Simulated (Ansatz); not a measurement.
The starting structures come from a database of crystals and need not be the phases stable at ambient conditions.

By PBEsol, the system below comes out a metal.

A figure of merit of an interconnect metal is its ballistic conductance per area.

Consider the following.

```
PdTi
1.0
    2.77509     0.00000     0.00000
    0.00000     4.57045     0.00000
    0.00000     0.00000     4.87578
Ti Pd
2 2
Direct
  0.00000   0.25000   0.70248
  0.00000   0.75000   0.29752
  0.50000   0.25000   0.18660
  0.50000   0.75000   0.81340
```

The cell is taken as given; by PBEsol it stands under a pressure of -3.9 GPa.

The current flows along the normal of the first two printed cell vectors. No spin-orbit coupling; the value is a mean over 0.1 eV about the Fermi level.

### Question
Give the ballistic conductance per area that PBEsol (Ansatz, a quantum-chemistry and plane-wave program) yields.

### Answer
0.80 × 10¹⁵ S/m² for both spins.
